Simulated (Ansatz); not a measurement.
Consider ZrO$_{2}$ in the fluorite structure (space group Fm-3m, No. 225; a = 5.089 Å).

The values are results of Ansatz (a quantum-chemistry and plane-wave program) r2SCAN, no spin-orbit coupling, not measurements.

Before the change:

The valley order comes out as Γ 3.89 eV; X along ⟨100⟩ 4.29 eV; a point along ⟨110⟩, about 0.8 Å⁻¹ from Γ 4.29 eV; L along ⟨111⟩ 4.50 eV.

The change: 0.0989 holes added to each cell, a density of 3.0×10^21 cm⁻³, with a uniform compensating background at fixed cell and a 300 K Fermi–Dirac width.

Problem. Predict the new Fermi level from band edge and valley order.

Solution. The Fermi level relative to the doped band's edge (positive inside the band; to 0.05 eV) comes out as +0.25 eV; the valley order (the lowest conduction-band minima on the path, energy above the VBM, named in the base's zone) goes from Γ 3.89 eV; X along ⟨100⟩ 4.29 eV; a point along ⟨110⟩, about 0.8 Å⁻¹ from Γ 4.29 eV; L along ⟨111⟩ 4.50 eV to Γ 4.00 eV; X along ⟨100⟩ 4.39 eV; a point along ⟨110⟩, about 0.8 Å⁻¹ from Γ 4.40 eV; L along ⟨111⟩ 4.61 eV.

Charged cell with a jellium background: band edges are those of the host's band count, energies are not comparable with the neutral cell, and many-body gap narrowing is missing. The levels and masses belong to the bands next to the band gap. Whether these cells are dynamically stable was not tested. This is not the structure that ZrO2 has at room temperature and ambient pressure.
